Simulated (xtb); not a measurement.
xtb 6.7.1, GFN2-xTB: Hf(Cl)2(OSiH3)2 ([SiH3][O][Hf]([Cl])([Cl])[O][SiH3]), 13 atoms. The geometry is a generated start, not checked to be a minimum at this level.

```
Property                                                                                                       Result
------------------------  -------------------------------------------------------------------------------------------
method                                                                                                       GFN2-xTB
--acc                                                                                                     1 (default)
--etemp (K)                                                                                             300 (default)
detailed input (--input)  none: ANC optimiser, Lindh (1995) Hessian, microcycle=20, maxdispl=1.0, hlow=0.01 (default)
basis functions                                                                                                    64
valence electrons                                                                                                  44
```

```xyz
13

Hf     0.6848     1.0307     1.0850
Cl     2.0102     2.5550     2.0819
Cl    -1.1189     0.9584     2.4252
O      1.4280    -0.6908     1.0474
Si     0.8718    -1.9610     0.2199
H     -0.4594    -2.3200     0.7497
H      1.8525    -3.0212     0.4401
H      0.7863    -1.6055    -1.2105
O      0.0368     1.5544    -0.5904
Si    -1.2546     0.9935    -1.3948
H     -1.9162    -0.0430    -0.5579
H     -0.7822     0.4135    -2.6584
H     -2.1390     2.1361    -1.6372
```

Charge 0 and multiplicity 1 are set for this test and not shown to be the ground state.

The structure is relaxed from this start with --opt LEVEL for the levels crude, sloppy, loose, lax, normal, tight, vtight, extreme, once each. Up to the end of the extreme run atoms move by at most 0.31 Å along an axis.

Problem. Which level is enough to come within 1 meV of the tightest end point?

Solution. normal: 14 cycles against 94, ending 0.40 meV above.

```
level    cycles  energy above the extreme run (meV)  gradient norm (eV/Å)
-------  ------  ----------------------------------  --------------------
crude         1                                  11                  0.20
sloppy        1                                  11                  0.20
loose         1                                  11                  0.20
lax           7                                 2.9                 0.060
normal       14                                0.40                 0.047
tight        18                                0.22                 0.019
vtight       38                               0.099                0.0037
extreme      94                                   —                0.0030
```
